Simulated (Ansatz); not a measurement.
## A constructed model of the (0001) surface of wurtzite CdSe, Cd-terminated, 2x2 Mg adatom at T4 (bottom of the slab: 2 H on 4 bottom sites)

All values below come from PBE (plane waves to 420 eV, PAW; Ansatz, a first-principles code).

Model: 35-atom slab, 15.0 Å thick at the start with caps and adatoms, 3x3x1 mesh, Fermi-Dirac 0.025 eV, dipole correction, 8 atoms held, the rest relaxed; held to the start's symmetry, so lower structures may exist; no spin (no spin-polarised run to compare, though such a face may carry moments), no spin-orbit, no U. The slab shows no gap over 0.04 eV on its mesh. It is one candidate, not shown to be the stable structure of the face.

```yaml
work_function_of_the_top_face: 3.73 eV
energy_released_by_relaxation: 1.31 eV
cost: about 40 core-minutes (a rough figure)
```
